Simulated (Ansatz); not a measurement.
**GaN, response to strain**

Take GaN in the wurtzite structure (space group P6_3mc, No. 186; a = 3.2184 Å, c = 5.2432 Å) as the base. Axes: x lies along a and z along c of the hexagonal cell.

Strains are applied to the cell and any free atomic positions relax.

All numbers come from Kohn–Sham DFT with the PBE functional, run in Ansatz (a program for electronic structure) with PAW and 420 eV plane waves, spin-orbit coupling left out.

Notes on the quantities. energy relative to the base: free energy F; pressure: mean of the normal stresses, compression positive.

| case | electron mass | energy relative to the base | band gap | pressure | volume per atom |
|---|---|---|---|---|---|
| base | 0.14 mₑ along c, 0.16 mₑ across (at Γ) | 0 meV/atom | 1.71 eV | 0.0 kbar | 11.76 Å³ |
| uniaxial strain ε_zz = +0.60 % | 0.14 mₑ along z, 0.16 mₑ across (at Γ) | +0.5 meV/atom | 1.65 eV | -10.1 kbar | 11.83 Å³ |
| uniaxial strain ε_zz = +1.20 % | 0.14 mₑ along z, 0.15 mₑ across (at Γ) | +1.9 meV/atom | 1.59 eV | -19.9 kbar | 11.90 Å³ |
| uniaxial strain ε_zz = +1.80 % | 0.13 mₑ along z, 0.15 mₑ across (at Γ) | +4.2 meV/atom | 1.53 eV | -29.4 kbar | 11.97 Å³ |
| uniaxial strain ε_zz = +2.40 % | 0.13 mₑ along z, 0.15 mₑ across (at Γ) | +7.3 meV/atom | 1.46 eV | -38.4 kbar | 12.04 Å³ |
| uniaxial strain ε_zz = +3.00 % | 0.12 mₑ along z, 0.14 mₑ across (at Γ) | +11 meV/atom | 1.40 eV | -47.1 kbar | 12.11 Å³ |

Effective masses come from finite differences of ±0.01 Å⁻¹. Stability against distortions was not tested.
